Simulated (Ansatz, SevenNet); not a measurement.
For ZnSnO₃ (R3c, No. 161; start mp-13334), the machine-learned potential SevenNet-0 (trained on PBE and PBE+U data) gives:

* **equilibrium lattice constant a**: 5.349 Å
* **lattice parameter c**: 14.227 Å

Q: What does PBEsol (plane waves, PAW; Ansatz, a program for electronic structure) give for the same quantities?

A: 
- lattice constant a: 5.278 Å (falls by 1.3 %)
- lattice parameter c: 14.012 Å (shrinks by 1.5 %)

Changes are worked out from the printed values.

Unless a cell is named, each level is at its own relaxed cell (SevenNet-0 11.75, PBEsol 11.27 Å³/atom).

Caveats: the relaxation could not lower the start's symmetry, so the cell can be a saddle point above a distorted one (SevenNet-0, PBEsol). Ansatz's density-functional and Hartree–Fock values are scalar-relativistic unless marked +SOC, with PAW data made under PBE.

A start named mp-… is a Materials Project structure, which can be a computed phase never made.
